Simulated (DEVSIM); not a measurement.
Structure: Cr/SiON/p-InP capacitor, at 300 K.

Layer 1 from the left is SiON, thickness (nm) 14.0. Layer 2 from the left is InP, thickness (nm) 410, Na (cm⁻³) 1.2e17.

Metal gate on the left, work function 4.5 eV. Fixed charge at the semiconductor interface 0 cm⁻² (in units of +e); no interface traps.

The device is made up for the run: typed textbook-type constants, with dimensions and the other settings drawn at random. Values at 300 K.

SiON: gap (eV) 7, affinity (eV) 1.4, permittivity 5.5. InP: gap (eV) 1.344, affinity (eV) 4.38, permittivity 12.5, Nc (cm⁻³) 5.7e17, Nv (cm⁻³) 1.1e19.

Model (solved in DEVSIM): 1D Poisson equation in equilibrium, Boltzmann statistics, complete ionisation; no quantum confinement or tunnelling. Metal contacts follow the ideal Schottky-Mott rule: no Fermi-level pinning, no interface dipoles.

Problem. What does the simulation give for the flat-band voltage, the minimum of the low-frequency capacitance?

Solution. flat-band voltage -1.11 V; minimum of the low-frequency capacitance 0.0799 μF/cm².
